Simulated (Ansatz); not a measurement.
Worked example: self-consistent single point of CaI2 (P3m1, 3 atoms in the cell) in Ansatz (a first-principles code).

Computed with PBEsol, default PAW files made with PBE (plane waves; Ansatz).

```yaml
crystal:
  lattice:
    - [4.55161, 0.00000, 0.00000]
    - [-2.27581, 3.94181, 0.00000]
    - [0.00000, 0.00000, 7.24588]
  atoms:
    - { symbol: Ca, position: [0.00000, 0.00000, 0.00690] }
    - { symbol: I, position: [0.33333, 0.66667, 0.24430] }
    - { symbol: I, position: [0.66667, 0.33333, 0.75570] }
```

Reference input (self-consistent single point, DFT, PBEsol, plane waves, default PAW files made with PBE): basis.ecutwfc = 420 eV; kpoints.mp_grid.grid = 6 6 4; hamiltonian.xc = pbesol; hamiltonian.pseudopotentials = {kind: paw} (the program's default PAW files); scf.occupations.method = fixed. This run's input differs from it in these lines:

Ansatz 0.2 input:
```diff
@@ -11,3 +11,3 @@
 basis:
-  ecutwfc: 420.0
+  ecutwfc: 250.0
 kpoints:
```

Output, abridged:

```
SCF iter   1: F=—  HF=-16661.131926 eV  |F-HF|=—  |Δ(HF+E_count)|=         —  Δρ=8.48e-3  dr2=3.86e-2  ethr=1.77e-3  ⟨swp⟩=6.6  Hψ=2649  notcnv=0  defer=61
all-band conjugate gradients solve this SCF's bands
preconditioner: auto → Resta (q_TF=auto, 2.278 Å⁻¹)
SCF iter   2: F=—  HF=-16661.095237 eV  |F-HF|=—  |Δ(HF+E_count)|=   3.67e-2  Δρ=3.39e-3  dr2=4.37e-3  ethr=8.78e-5  ⟨swp⟩=2.9  Hψ=1459  notcnv=0  defer=70
   [... lines left out ...]
SCF iter   4: F=—  HF=-16661.093943 eV  |F-HF|=—  |Δ(HF+E_count)|=   1.97e-4  Δρ=9.31e-5  dr2=1.31e-5  ethr=6.91e-7  ⟨swp⟩=2.2  Hψ=816  notcnv=0  defer=68
SCF iter   5: F=—  HF=-16661.093963 eV  |F-HF|=—  |Δ(HF+E_count)|=   2.02e-5  Δρ=2.75e-5  dr2=1.78e-6  ethr=2.99e-8  ⟨swp⟩=2.1  Hψ=840  notcnv=0  defer=64
SCF iter   6: F=—  HF=-16661.093965 eV  |F-HF|=—  |Δ(HF+E_count)|=   2.01e-6  Δρ=8.12e-6  dr2=1.79e-7  ethr=4.05e-9  ⟨swp⟩=2.0  Hψ=817  notcnv=0  defer=64
SCF iter   7: F=-16661.093965 eV  HF=-16661.093965 eV  |F-HF|=3.61e-8  |Δ(HF+E_count)|=   1.35e-7  Δρ=2.37e-6  dr2=1.33e-8  ethr=2.27e-10  ⟨swp⟩=14.5  Hψ=4016  notcnv=0
SCF 1 converged in 7 iterations: F = -16661.093965 eV  dr2 = 1.33e-8
Free energy (F): -16661.093965 eV
Internal energy: -16661.093965 eV  (E = F + TS)
E sigma→0 (E₀):  -16661.093965 eV
Fermi energy:    3.297031 eV
--- Forces (eV/Å), atoms counted from 1 ---
  atom   1  Ca     0.00000000    -0.00000000    -0.23146583
  atom   2  I      0.00000000    -0.00000000    -0.09227358
  atom   3  I     -0.00000000     0.00000000     0.32373724
--- Stress (GPa, compression-positive) ---
       -1.394715       0.000000       0.000000
        0.000000      -1.394715      -0.000000
        0.000000      -0.000000      -1.124993
  P = ⅓ Tr σ = -1.3048 GPa (-13.048 kbar)
  The stress holds the Pulay correction. Without it, at fixed plane waves, as pw.x and ABINIT print it: P = -21.0612 GPa
```

The run converged in 7 iterations. Against the reference run the free energy rises by 688 meV/atom, the pressure hardly changes (-1.22 to -1.30 GPa), the largest force hardly changes (0.317 to 0.324 eV/Å) and the gap on the mesh goes from 3.592 to 3.624 eV.

The starting cell comes from a database of computed structures (which also holds hypothetical and non-ambient phases and stackings), without a prior relaxation at this level. Its lattice was rescaled by up to half a per cent. One atom was moved a little off its site on purpose. Spin-orbit coupling is off. Ansatz's pressure includes its estimate of the finite-basis (Pulay) stress. Without the estimate this run gives -21.06 GPa. The cutoff lies below the one recommended for these files.
